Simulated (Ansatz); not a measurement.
Effect of C → Si on C

The reference is C in the diamond structure (space group Fd-3m, No. 227; a = 3.572 Å).

Perturbation: full substitution C → Si, then cell and atoms are relaxed.

Level of theory: plane-wave PAW DFT at the PBE level (Ansatz, a first-principles code, 420 eV), without spin-orbit coupling. k-mesh 10×10×10 (Γ-centred); smearing 0.05 eV (Fermi–Dirac), for the changed cell.

The volume per atom increases by 14.77 Å³ to 20.46 Å³ and the lattice parameter a rises by 1.8987 Å, from 3.572 Å to 5.470 Å. The space group remains Fd-3m (No. 227) and the shortest interatomic distance goes up by 0.822 Å (1.547 Å → 2.369 Å). The band gap shrinks by 3.52 eV to 0.61 eV and the smallest direct gap falls by 3.03 eV (5.58 eV → 2.55 eV). The width of the top valence band shrinks by 4.53 eV (8.29 eV → 3.76 eV) and the electron mass changes from 1.7 mₑ along k, 0.29 mₑ across (off the special points) to 0.94 mₑ along k, 0.20 mₑ across (off the special points). The hole mass (degenerate bands, along [100]) becomes 0.16, 0.27, 0.27 mₑ (at Γ) (base: 0.30, 0.30, 0.51 mₑ (at Γ)).

Cost of the whole job for the changed cell (relaxation, final SCF and bands): very roughly 25 core-seconds.

Masses are band curvatures over ±0.01 Å⁻¹ around the edge. Along k means along the line from Γ to the band edge. Stability against distortions was not tested.
